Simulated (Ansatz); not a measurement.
Cubic perovskite CsSrF3, treated with PBEsol+SOC (PAW; Ansatz, a quantum-chemistry and plane-wave program).

Run with plane-wave cutoff 520 eV, 8×8×8 k mesh, Fermi–Dirac smearing 0.01 eV, PAW data made under PBE.

The direct gap at Γ against volume; x = 100 ln(V/21.264 Å³). One gap is withheld.

```csv
V (Å³/atom),x,gap (eV)
19.988,-6.19,6.455
20.413,-4.08,6.391
20.839,-2.02,6.326
21.264,0.00,6.260
21.689,1.98,6.193
22.114,3.92,6.125
22.540,5.83,?
```

### Question
Fit a straight line to the rows shown, give the volume deformation potential and predict the withheld gap.

### Answer
Means of the 6 rows: x̄ = -1.065, ȳ = 6.2917 eV. Σ(x − x̄)(y − ȳ) = -2.3344 and Σ(x − x̄)² = 71.524, so the slope is -0.0326 eV per unit of x, and dE_g/d ln V = -3.3 eV. At x = 5.83: 6.2917 + (-0.0326) × (5.83 − (-1.065)) = 6.067 eV. The run gives 6.057 eV, 0.010 eV below the line, as the curve bends the same way over all rows.

Note: the relaxation could not lower the start's symmetry, so the cell can be a saddle point above a distorted one.
